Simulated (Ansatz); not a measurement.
Take BP in the zinc blende structure (space group F-43m, No. 216; a = 4.520 Å) as the base.

Levels (all Ansatz, a first-principles code, PAW): PBEsol (420 eV, no spin-orbit coupling); HSE06 (420 eV, without spin-orbit coupling).

The geometry is relaxed with PBEsol.

```
Property           Value
---------------  -------
PBEsol band gap  1.11 eV
```

Q: What does HSE06 give at this geometry for the band gap?

A: The band gap increases by 0.83 eV, from 1.11 eV to 1.94 eV.

Single points use the geometry relaxed with PBEsol. HSE06 was sampled on its mesh, a few special points and the semilocal edge points, so its gap is an upper bound. Whether these cells are dynamically stable was not tested.
